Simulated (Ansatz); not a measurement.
GeS2 (model structure, started from the GeO2 type, P3₂21, No. 154, 9 atoms in the cell) was calculated with dielectric-dependent PBEsol hybrid (Ansatz, a program for electronic structure, PAW).

Run with plane-wave cutoff 460 eV, 6×6×4 k mesh (along the axes of the cell as run), Fermi–Dirac smearing 0.01 eV, scalar-relativistic PAW data made under PBE.

Cell (relaxed with PBEsol):

Space group P3₂21 (No. 154); a = 5.807 Å, b = 5.807 Å, c = 6.953 Å, α = 90.00°, β = 90.00°, γ = 120.00°

```tsv
atom	site	symmetry	x	y	z
Ge	3b	.2.	0.5468	0.5468	0.5000
S	6c	1	0.0361	0.6737	0.1058
```

Q: Estimate the band gap, smallest direct gap on the k points sampled and Γ–Γ gap that the calculation returns.

A: 
* **band gap**: 2.62 eV (indirect)
* **smallest direct gap on the k points sampled**: 2.73 eV
* **Γ–Γ gap**: 3.07 eV

Note: the relaxation could raise the start's symmetry but not lower it, so the cell can be a saddle point; cell and atoms aren't relaxed at this level (pressure -1.1 GPa).

Spin–orbit coupling is not included.

The computed numbers hold no vibrational or temperature effects.

It cost roughly 30 core-minutes of CPU time.

A model structure was made by putting elements into a prototype or built by hand; it is no filed structure, need not be a known phase, and can be a saddle point held by its symmetry.
